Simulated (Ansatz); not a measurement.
# Worked example: self-consistent single point of YSi2 (C2/c, 6 atoms in the cell) in Ansatz

Method of the run: LDA (PW92), default PAW files made with PBE (plane waves; Ansatz, a first-principles code).

Input as run:

Ansatz 0.2 input:
```yaml
# YSi2
crystal:
  lattice:
    - [2.79853400, -2.79733300, 0.00000000]
    - [2.79853400, 2.79733300, 0.00000000]
    - [-2.69519100, 0.00000000, 7.29222600]
  atoms:
    - { symbol: Y, position: [0.62554000, 0.37446000, 0.75000000] }
    - { symbol: Y, position: [0.37446000, 0.62554000, 0.25000000] }
    - { symbol: Si, position: [0.04299000, 0.79141000, 0.58513000] }
    - { symbol: Si, position: [0.95701000, 0.20859000, 0.41487000] }
    - { symbol: Si, position: [0.20859000, 0.95701000, 0.91487000] }
    - { symbol: Si, position: [0.79141000, 0.04299000, 0.08513000] }
basis:
  ecutwfc: 420.0
kpoints:
  mp_grid:
    grid: [8, 8, 4]
hamiltonian:
  xc: lda
  pseudopotentials:
    kind: paw
scf:
  occupations:
    method: gaussian
    width: 0.1
output:
  forces: true
  eigenvalues: true
  stress: true
```

Output, abridged:

```
WARN ansatz: RAYON_NUM_THREADS=1 ignored (pool sized by the plan → 1); use --threads N
Pseudopotentials: kind: paw
Pseudopotential: Y, paw, valence charge 11
Pseudopotential: Si, paw, valence charge 4
Crystal: 6 atoms, lattice volume = 114.173 Å³
Basis set: ecut = 420 eV, 2231 PW (Γ)
Bands: 25, of which v1, the nominal top of the filled ones, is band 19 counted from 1 (18 counted from 0)
Symmetry: 4 space group operations
Space group: C2/c (ITA 15), of the structure as read, at distance tolerance 4.9e-5 Å
k-points: 78 of 256
PAW frozen core: Y, regenerated for the run's functional, and the local potential with it
PAW frozen core: Si, regenerated for the run's functional, and the local potential with it
Initial density: superposition of atomic densities (neutral atoms: chi_scale 0, normalization atom), corrected by the library's trained network
Initial wavefunctions: pseudopotential atomic-orbital guess
Eigensolver: davidson
Functional: x = slater, c = lda
SCF iter   1: F=—  HF=-9929.487572 eV  |F-HF|=—  |Δ(HF+E_count)|=         —  Δρ=4.86e-3  dr2=1.80e-2  ethr=1.77e-3  ⟨swp⟩=6.2  Hψ=10167  notcnv=0
all-band conjugate gradients solve this SCF's bands
preconditioner: auto → Kerker (q_TF=auto, 2.271 Å⁻¹)
SCF iter   2: F=—  HF=-9929.482647 eV  |F-HF|=—  |Δ(HF+E_count)|=   4.92e-3  Δρ=2.78e-3  dr2=6.44e-3  ethr=4.73e-5  ⟨swp⟩=1.1  Hψ=2624  notcnv=0
SCF iter   3: F=—  HF=-9929.480543 eV  |F-HF|=—  |Δ(HF+E_count)|=   2.10e-3  Δρ=3.16e-4  dr2=1.01e-4  ethr=1.69e-5  ⟨swp⟩=3.0  Hψ=3435  notcnv=0
SCF iter   4: F=—  HF=-9929.480513 eV  |F-HF|=—  |Δ(HF+E_count)|=   3.04e-5  Δρ=2.91e-5  dr2=8.94e-7  ethr=2.65e-7  ⟨swp⟩=3.0  Hψ=2956  notcnv=0
SCF iter   5: F=—  HF=-9929.480513 eV  |F-HF|=—  |Δ(HF+E_count)|=   8.01e-7  Δρ=9.78e-6  dr2=1.25e-7  ethr=2.35e-9  ⟨swp⟩=2.3  Hψ=3173  notcnv=0
SCF iter   6: F=-9929.480513 eV  HF=-9929.480513 eV  |F-HF|=2.07e-9  |Δ(HF+E_count)|=   1.42e-8  Δρ=1.72e-6  dr2=5.25e-9  ethr=2.63e-10  ⟨swp⟩=8.6  Hψ=8417  notcnv=0
SCF 1 converged in 6 iterations: F = -9929.480513 eV  dr2 = 5.25e-9
SCF converged after 6 iterations
Free energy (F): -9929.480513 eV
Harris-Foulkes:  -9929.480513 eV  (|F-HF|=2.07e-9)
Internal energy: -9929.464168 eV  (E = F + TS)
E sigma→0 (E₀):  -9929.472341 eV
Entropy (-TS):   -0.016345 eV (-2.724 meV/atom)
Fermi energy:    10.838366 eV
--- Per-component energies (eV) ---
  E_band       = -140.609153
  E_kinetic    = 780.764324
  E_local      = -1221.971277  (includes V_loc(G=0)·N_el)
  E_nonlocal   = 214.951395
  E_hartree    = 401.255061
  E_xc         = -568.142512
  E_vxc        = -592.757771  (∫ρ·V_xc dr)
  E_paw        = -7392.823689  (= ΣΔE_a)
  E_vpaw       = -124.106232  (= ΣTr[D̂ρ^β])
  E_aug_tail   = 0.000027  (compensation charges beyond the density's cutoff)
  E_ewald      = -2144.493992
  E_core_change = 0.996494  (= ΣΔE_core)
  E_smearing   = -0.016345  (= −TS)
  E_closure    = 0.000000  (closes the sum)
  Σ components = -9929.480513   (vs F -9929.480513, Δ=0.00e0)
--- Forces (eV/Å), atoms counted from 1 ---
  atom   1  Y     -0.00000000     0.04090313     0.00000000
  atom   2  Y      0.00000000    -0.04090313    -0.00000000
  atom   3  Si    -0.01598147    -0.01482730     0.11302509
  atom   4  Si     0.01598147     0.01482730    -0.11302509
  atom   5  Si     0.01598147    -0.01482730    -0.11302509
  atom   6  Si    -0.01598147     0.01482730     0.11302509
  max |Σ_I F_I| component: 3.47e-18 eV/Å
--- Stress (GPa, compression-positive) ---
       -3.850779       0.000000      -0.394020
        0.000000      -3.779011      -0.000000
       -0.394020      -0.000000      -3.107371
  P = ⅓ Tr σ = -3.5791 GPa (-35.791 kbar)
  The stress holds the Pulay correction. Without it, at fixed plane waves, as pw.x and ABINIT print it: P = -3.6087 GPa
--- Band table (eV; the first three rows and the last of 78) ---
  k-point 0: bands = ["-31.7921", "-31.7845", "-12.0077", "-11.8548", "-11.8277", "-11.8261", "-11.8238", "-11.8225", "-1.2750", "0.8518", "2.0764", "7.2310", "7.3920", "7.3966", "8.4770", "8.5290", "8.5330", "9.6655", "9.9198", "10.3966", [...]
  k-point 1: bands = ["-31.7910", "-31.7856", "-11.9858", "-11.8777", "-11.8341", "-11.8338", "-11.8161", "-11.8160", "-1.0960", "0.2024", "2.9593", "6.0899", "7.3999", "7.4009", "8.5152", "8.5180", "8.6479", "9.1658", "10.9058", "11.2103", [...]
  k-point 2: bands = ["-31.7883", "-31.7883", "-11.9322", "-11.9322", "-11.8375", "-11.8375", "-11.8125", "-11.8125", "-0.5801", "-0.5801", "4.4438", "4.4438", "7.4081", "7.4081", "8.5070", "8.5070", "8.7720", "8.7720", "11.9153", "11.9153", [...]
  k-point 77: bands = ["-31.7741", "-31.7741", "-11.9656", "-11.9656", "-11.9566", "-11.9566", "-11.8771", "-11.8771", "1.0769", "1.0769", "3.0370", "3.0370", "6.0534", "6.0534", "7.2930", "7.2930", "7.8584", "7.8584", "10.8019", "10.8019", [...]
```

The run converged in 6 iterations.

The starting cell comes from a database of computed structures (which also holds hypothetical and non-ambient phases and stackings), without a prior relaxation at this level. Its lattice was rescaled by up to half a per cent. With a pressure of about -4 GPa the cell is away from its equilibrium volume at this level. Ansatz's pressure includes its estimate of the finite-basis (Pulay) stress.
